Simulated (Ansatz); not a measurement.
Functionals compared on the (20-21) surface of hcp Co, ferromagnetic in its 1x1 cell, outermost plane spacing 0.17 Å in the ideal cut, in Ansatz (plane waves, PAW). The structure was relaxed with PBE; the other rows are single points on it, each with its references at the same level. Cutoff 420 eV.

Slab: 22 atoms, 10.6 Å thick at the start; k 15x5x1, smearing 0.1 eV, dipole-corrected; all atoms relaxed; held to the part of the start's symmetry that mesh and held atoms allow; spin-polarised, no spin-orbit, no U. These notes are the PBE run's.

| functional | surface energy (J/m²) | work function of the top face (eV) | magnetic moment of the cell (μB) | rough cost of the single point |
|---|---|---|---|---|
| PBE | 2.43 | 4.75 | 36.84 | – |
| LDA | 3.08 | 5.10 | 36.11 | about 70 core-minutes (a rough figure) |
| PBEsol | [?] | [?] | 36.80 | about 30 core-minutes (a rough figure) |
| RPBE | 2.16 | 4.58 | 37.04 | about 30 core-minutes (a rough figure) |

**Question.** Complete the blanks.

**Answer.** 
- PBEsol, surface energy (J/m²): 2.85
- PBEsol, work function of the top face (eV): 4.86

Ansatz is a first-principles code.
